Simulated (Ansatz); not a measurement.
Effect of isotropic strain −1.50 % on SiC

Base system: SiC in the zinc blende structure (space group F-43m, No. 216; a = 4.3563 Å).

Perturbation: an isotropic linear strain of −1.50 %; the atoms relax in the strained cell.

Level of theory: r2SCAN (Ansatz, an electronic-structure program, PAW, no SOC). k-mesh 13×13×13 (Γ-centred); smearing 0.05 eV (Fermi–Dirac).

| quantity | base | changed | shift |
|---|---|---|---|
| volume per atom | 10.33 Å³ | 9.88 Å³ | -0.458 Å³ |
| space group | F-43m (No. 216) | F-43m (No. 216) | – |
| shortest interatomic distance | 1.886 Å | 1.858 Å | -0.028 Å |
| energy relative to the base (free energy F) | 0 meV/atom | +15 meV/atom | +15 meV/atom |
| pressure | 0.00 GPa | 11.25 GPa | +11.25 GPa |
| band gap | 1.71 eV | 1.68 eV | -0.03 eV |
| gap character | indirect, Γ → X | indirect, Γ → X | – |
| smallest direct gap | 5.05 eV | 5.10 eV | +0.056 eV |
| mean gap deformation potential ΔEg/Δln V | – | +0.7 eV | – |
| width of the top valence band | 4.81 eV | 4.99 eV | +0.173 eV |
| electron mass | 0.64 mₑ along k, 0.23 mₑ across (at X) | 0.63 mₑ along k, 0.22 mₑ across (at X) | – |
| hole mass (degenerate bands, along [100]) | 0.35, 0.57, 0.57 mₑ (at Γ) | 0.38, 0.58, 0.58 mₑ (at Γ) | – |

Final structure:

```yaml
crystal:
  lattice:
    - [0.00000, 2.14549, 2.14549]
    - [2.14549, 0.00000, 2.14549]
    - [2.14549, 2.14549, 0.00000]
  atoms:
    - { symbol: Si, position: [0.00000, 0.00000, 0.00000] }
    - { symbol: C, position: [0.25000, 0.25000, 0.25000] }
```

Masses are band curvatures over ±0.01 Å⁻¹ around the edge. Along k means along the line from Γ to the band edge. Stability against distortions was not tested.
